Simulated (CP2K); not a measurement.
CP2K run on a sheet of PtSe2 (3 atoms in the cell): self-consistent single point

Level of theory: PBE, GPW, DZVP-MOLOPT-SR-GTH basis, GTH-PBE potentials (GTH_POTENTIALS) (CP2K).

This input was run:

```
&GLOBAL
  PROJECT scf
  RUN_TYPE ENERGY_FORCE
  PRINT_LEVEL LOW
&END GLOBAL
&FORCE_EVAL
  METHOD Quickstep
  STRESS_TENSOR ANALYTICAL
  &DFT
    BASIS_SET_FILE_NAME BASIS_MOLOPT
    POTENTIAL_FILE_NAME GTH_POTENTIALS
    &QS
      METHOD GPW
      EPS_DEFAULT 1E-11
    &END QS
    &MGRID
      CUTOFF 500
      REL_CUTOFF 50
      NGRIDS 5
    &END MGRID
    &SCF
      SCF_GUESS ATOMIC
      EPS_SCF 1E-6
      MAX_SCF 100
      ADDED_MOS 6
      &DIAGONALIZATION
        ALGORITHM STANDARD
      &END DIAGONALIZATION
      &MIXING
        METHOD BROYDEN_MIXING
        ALPHA 0.3
        NBUFFER 12
        BETA 1.5
      &END MIXING
      &SMEAR ON
        METHOD GAUSSIAN
        SIGMA [eV] 0.136
      &END SMEAR
    &END SCF
    &KPOINTS
      SCHEME MONKHORST-PACK 9 9 1
    &END KPOINTS
    &XC
      &XC_FUNCTIONAL PBE
      &END XC_FUNCTIONAL
    &END XC
    &PRINT
      &MO
        EIGENVALUES T
        OCCUPATION_NUMBERS T
        NDIGITS 8
        FILENAME mo
        &EACH
          QS_SCF 0
        &END EACH
        ADD_LAST NUMERIC
      &END MO
      &MULLIKEN OFF
      &END MULLIKEN
    &END PRINT
  &END DFT
  &SUBSYS
    &CELL
      ABC 3.61925600 3.61925631 16.98203800
      ALPHA_BETA_GAMMA 90.00000000 90.00000000 119.99999714
      PERIODIC XYZ
    &END CELL
    &COORD
      SCALED
      Pt       0.00000000     0.00000000     0.50000000
      Se       0.33333300     0.66666700     0.58780000
      Se       0.66666700     0.33333300     0.41220000
    &END COORD
    &KIND Pt
      BASIS_SET DZVP-MOLOPT-SR-GTH
      POTENTIAL GTH-PBE-q18
    &END KIND
    &KIND Se
      BASIS_SET DZVP-MOLOPT-SR-GTH
      POTENTIAL GTH-PBE-q6
    &END KIND
  &END SUBSYS
  &PRINT
    &FORCES ON
    &END FORCES
    &STRESS_TENSOR ON
    &END STRESS_TENSOR
  &END PRINT
&END FORCE_EVAL
```

Log, with long lists cut:

```
 GLOBAL| Method name                                                        CP2K
 GLOBAL| Project name                                                        scf
 GLOBAL| Run type                                                   ENERGY_FORCE

 TOTAL NUMBERS AND MAXIMUM NUMBERS

  Total number of            - Atomic kinds:                                   2
                             - Atoms:                                          3
                             - Shell sets:                                     3
                             - Shells:                                        18
                             - Primitive Cartesian functions:                 14
                             - Cartesian basis functions:                     59
                             - Spherical basis functions:                     52

  Maximum angular momentum of- Orbital basis functions:                        3
                             - Local part of the GTH pseudopotential:          2
                             - Non-local part of the GTH pseudopotential:      5

 SCF PARAMETERS         Density guess:                                    ATOMIC
                        max_scf:                                             100
                        max_diis:                                              4
                        eps_scf:                                        1.00E-06
                        eps_diis:                                       1.00E-01
                        eps_eigval:                                     1.00E-05
                        level_shift [a.u.]:                             0.000000
                        added MOs                                         6    0
                        Mixing method:                            BROYDEN_MIXING
                                                charge density mixing in g-space
                        Smear method:                                   GAUSSIAN
                        Smearing width (sigma) [a.u.]:                  5.00E-03
                        Accuracy threshold:                             1.00E-10
                        No outer SCF

 Extrapolation method: initial_guess

 Number of electrons:                                                         30
 Number of occupied orbitals:                                                 15
 Number of molecular orbitals:                                                21

 Number of orbital functions:                                                 52
 Number of independent orbital functions:                                     52

 SCF WAVEFUNCTION OPTIMIZATION

  Step     Update method      Time    Convergence         Total energy    Change
     1 NoMix/Diag. 0.30E+00      -     0.56365453      -139.3666617456 -1.39E+02
     2 Broy./Diag. 0.30E+00      -     0.09783237      -141.0168777680 -1.65E+00
     3 Broy./Diag. 0.30E+00      -     0.09373154      -139.8994466507  1.12E+00
     4 Broy./Diag. 0.30E+00      -     0.00350236      -139.0416779753  8.58E-01
     5 Broy./Diag. 0.30E+00      -     0.00492596      -139.0546500377 -1.30E-02
     6 Broy./Diag. 0.30E+00      -     0.00174942      -139.0817016843 -2.71E-02
     7 Broy./Diag. 0.30E+00      -     0.00265705      -139.0693117882  1.24E-02
   [... 10 lines left out ...]
    18 Broy./Diag. 0.30E+00      -     0.00000837      -139.0827372459  3.44E-06
    19 Broy./Diag. 0.30E+00      -     0.00000134      -139.0827431245 -5.88E-06
    20 Broy./Diag. 0.30E+00      -     0.00000211      -139.0827160882  2.70E-05
    21 Broy./Diag. 0.30E+00      -     0.00000131      -139.0827118667  4.22E-06
    22 Broy./Diag. 0.30E+00      -     0.00000047      -139.0827229378 -1.11E-05

  *** SCF run converged in    22 steps ***

  Electronic density on regular grids:        -29.9999999999        0.0000000001
  Core density on regular grids:               29.9999999997       -0.0000000003
  Total charge density on r-space grids:       -0.0000000003
  Total charge density g-space grids:          -0.0000000003

  Overlap energy of the core charge distribution:               0.00000000147739
  Self energy of the core charge distribution:               -222.62257214343231
  Core Hamiltonian energy:                                     49.36277107467424
  Hartree energy:                                              49.97807632846137
  Exchange-correlation energy:                                -15.80099818712171
  Smearing free energy correction:                             -0.00000001187993
  Fermi energy:                                                -0.02567081276781

  Total energy:                                              -139.08272293782096
  Total energy (extrapolated to sigma->0):                   -139.08272293188099

 ENERGY| Total FORCE_EVAL ( QS ) energy [hartree]           -139.082719060128426

 FORCES| Atomic forces [hartree/bohr]
 FORCES|   Atom     x               y               z               |f|
 FORCES|      1 -1.39819181E-14  3.64494903E-14  9.20408200E-14   9.99778572E-14
 FORCES|      2  2.33415827E-07 -1.45733844E-07 -2.06990027E-02   2.06990027E-02
 FORCES|      3 -2.33415828E-07  1.45733848E-07  2.06990027E-02   2.06990027E-02
 FORCES| Sum    -1.51083926E-14  4.00155255E-14  1.00589675E-13
 FORCES| Total atomic force                                       1.09305940E-13

 STRESS| Analytical stress tensor [bar]
 STRESS|                        x                   y                   z
 STRESS|      x        2.87905354828E+03  -1.34422200572E-01   2.97576859443E-01
 STRESS|      y       -1.34422200572E-01   2.87885010555E+03  -1.85797665313E-01
 STRESS|      z        2.97576859443E-01  -1.85797665313E-01  -2.64009637694E+04
 STRESS| 1/3 Trace                                            -6.88102003853E+03
```

The run converged in 22 iterations.

The starting cell was generated: these elements placed on a structure prototype, without a prior relaxation; it need not be a known phase or ordering of this composition. Its lattice was rescaled in the plane by a random factor within 2.5 % of one. Values carry the incompleteness of an atom-centred basis. Forces in this geometry exceed 1 eV/Å.
